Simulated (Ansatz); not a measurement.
We consider GaP (R-3m, No. 166, 4 atoms in the cell; start mp-1018275; a measured phase of this formula has another space group), described by PBE0 in Ansatz (plane waves, PAW).

Numerical settings: plane-wave cutoff 460 eV, 8×8×8 k mesh, Fermi–Dirac smearing 0.01 eV, scalar-relativistic PAW data made under PBE.

Cell (relaxed with PBEsol):

```yaml
crystal:
  lattice:
    - [1.91466, 1.10543, 6.35824]
    - [-1.91466, 1.10543, 6.35824]
    - [0.00000, -2.21086, 6.35824]
  atoms:
    - { symbol: Ga, position: [0.43580, 0.43580, 0.43580] }
    - { symbol: Ga, position: [0.56420, 0.56420, 0.56420] }
    - { symbol: P, position: [0.05780, 0.05780, 0.05780] }
    - { symbol: P, position: [0.94220, 0.94220, 0.94220] }
```

Task: Predict the band gap, smallest direct gap on the k points sampled and Γ–Γ gap.

Result: 
* **band gap**: 2.04 eV (on the SCF k mesh) (indirect)
* **smallest direct gap on the k points sampled**: 2.58 eV
* **Γ–Γ gap**: 2.68 eV

Note: cell and atoms aren't relaxed at this level (pressure 1.1 GPa).

Spin–orbit coupling is not included.

Computed values are for the static lattice.

A start named mp-… is a Materials Project structure, which need not be a measured phase.

Ansatz is an electronic-structure program.
